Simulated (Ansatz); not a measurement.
Input:

```xyz
9
Lattice="4.1594 0.0000 0.0000 2.0797 3.6022 0.0000 0.0000 0.0000 17.1201" Properties=species:S:1:pos:R:3 pbc="T T T"
Te     0.0000     0.0000     0.0000
Ge     4.1594     2.4015     1.7139
Ge     2.0797     1.2007    15.4062
Te     2.0797     1.2007     3.3911
Te     4.1594     2.4015    13.7291
Sb     0.0000     0.0000     5.4197
Sb     0.0000     0.0000    11.7004
Te     4.1594     2.4015     7.1686
Te     2.0797     1.2007     9.9515
```

No spin polarisation.

The values are results of PBEsol (Ansatz, an electronic-structure program; PAW; 420 eV plane waves; without spin-orbit coupling), not measurements. Γ-centred 9×9×2 mesh, Fermi–Dirac width 0.05 eV.

### Question
Predict the pressure, band gap and space group.

### Answer
- Pressure (mean of the normal stresses, compression positive): 0.9 GPa
- Band gap: zero
- Space group: P-3m1 (No. 164)

The mesh was chosen for an insulator and is coarse for the gapless case. With Sb and Te present, leaving out spin-orbit coupling can change the band edges. The cells carry an imposed strain or load. Whether these cells are dynamically stable was not tested. The final runs are not spin-polarised. The cell was made from Ge₂Sb₂Te₅ (space group P-3m1, No. 164) by this change: biaxial strain −1.51 %, plane normal [001], relaxed out of plane. A zero or small gap of Ge2Sb2Te5 can be the functional's error rather than a property of the material.
